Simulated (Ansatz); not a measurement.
Input and output of a self-consistent single point for KAu₄Sn₂ (I-4c2, 14 atoms in the cell) (Ansatz, an electronic-structure program).

Computed with LDA (PW92), default PAW files made with PBE (plane waves; Ansatz).

```
K(SnAu2)2
1.0
   -4.42350     4.42350     4.08900
    4.42350    -4.42350     4.08900
    4.42350     4.42350    -4.08900
K Au Sn
2 8 4
Cartesian
  0.00000   4.42350   0.00000
  4.42350   0.00000   0.00000
  1.28458   1.39340   0.69595
 -3.03010   3.13892   3.39305
  3.13892   3.03010   4.78495
  7.45360   1.28458  -0.69595
 -1.28458   1.39340   4.78495
  3.03010   3.13892  -0.69595
  5.70808   3.03010   0.69595
  1.39340   1.28458   3.39305
  3.14953   3.14953   2.04450
 -1.27397   1.27397   2.04450
  1.27397   1.27397   6.13350
  1.27397  -1.27397   2.04450
```

Reference input (self-consistent single point, DFT, LDA (PW92), plane waves, default PAW files made with PBE): kpoints.mp_grid.grid = 3 3 3; hamiltonian.xc = lda; hamiltonian.pseudopotentials = {kind: paw} (the program's default PAW files); scf.occupations.method = fermi_dirac; scf.occupations.width = 0.05 eV. This run's input differs from it in these lines:

Ansatz 0.2 input:
```diff
@@ -21,3 +21,3 @@
 kpoints:
-  mp_grid: { grid: [3, 3, 3] }
+  mp_grid: { grid: [9, 9, 9] }
 hamiltonian:
```

Log, with long lists cut:

```
SCF iter   1: F=—  HF=-129433.686723 eV  |F-HF|=—  |Δ(HF+E_count)|=         —  Δρ=6.61e-3  dr2=7.69e-2  ethr=1.77e-3  ⟨swp⟩=5.6  Hψ=37607  notcnv=0  defer=443
all-band conjugate gradients solve this SCF's bands
preconditioner: auto → LDOS
SCF iter   2: F=—  HF=-129433.677068 eV  |F-HF|=—  |Δ(HF+E_count)|=   9.65e-3  Δρ=3.47e-3  dr2=3.59e-2  ethr=3.40e-5  ⟨swp⟩=2.0  Hψ=18394  notcnv=0  defer=1033
   [... lines left out ...]
SCF iter   5: F=—  HF=-129433.660589 eV  |F-HF|=—  |Δ(HF+E_count)|=   1.75e-4  Δρ=3.18e-5  dr2=3.08e-6  ethr=2.56e-8  ⟨swp⟩=2.0  Hψ=15102  notcnv=0  defer=1033
SCF iter   6: F=—  HF=-129433.660590 eV  |F-HF|=—  |Δ(HF+E_count)|=   2.95e-7  Δρ=1.34e-5  dr2=9.78e-7  ethr=1.36e-9  ⟨swp⟩=2.0  Hψ=15110  notcnv=0  defer=1033
SCF iter   7: F=-129433.660589 eV  HF=-129433.660589 eV  |F-HF|=4.80e-10  |Δ(HF+E_count)|=   1.92e-7  Δρ=2.70e-6  dr2=1.94e-8  ethr=4.42e-11  ⟨swp⟩=9.8  Hψ=56943  notcnv=0
SCF 1 converged in 7 iterations: F = -129433.660589 eV  dr2 = 1.94e-8
Free energy (F): -129433.660589 eV
Internal energy: -129433.619525 eV  (E = F + TS)
E sigma→0 (E₀):  -129433.640057 eV
Entropy (-TS):   -0.041064 eV (-2.933 meV/atom)
Fermi energy:    13.157497 eV
--- Forces (eV/Å), atoms counted from 1 ---
  atom   1  K      0.00000000    -0.00000000     0.00000000
  atom   2  K      0.00000000     0.00000000    -0.00000000
  atom   3  Au    -0.06254518    -0.07381581    -0.14486804
  atom   4  Au    -0.07381581     0.06254518     0.14486804
  atom   5  Au     0.06254518     0.07381581    -0.14486804
  atom   6  Au     0.07381581    -0.06254518     0.14486804
  atom   7  Au     0.06254518    -0.07381581    -0.14486804
  atom   8  Au     0.07381581     0.06254518     0.14486804
   [... lines left out ...]
  atom  14  Sn    -0.06343331     0.06343331     0.00000000
--- Stress (GPa, compression-positive) ---
       -1.925700       0.000000      -0.000000
        0.000000      -1.925700       0.000000
       -0.000000      -0.000000      -1.464012
  P = ⅓ Tr σ = -1.7718 GPa (-17.718 kbar)
  The stress holds the Pulay correction. Without it, at fixed plane waves, as pw.x and ABINIT print it: P = -1.8099 GPa
```

The run converged in 7 iterations. Against the reference run the free energy drops by 4.6 meV/atom, the pressure goes from -1.91 to -1.77 GPa and the largest force goes from 0.223 to 0.174 eV/Å.

The starting cell comes from a database of published, mostly measured structures (it also holds non-ambient and calculated ones), without a prior relaxation at this level. Spin-orbit coupling is off. Ansatz's pressure includes its estimate of the finite-basis (Pulay) stress.

Cost on one core of a shared machine: roughly 3 min.
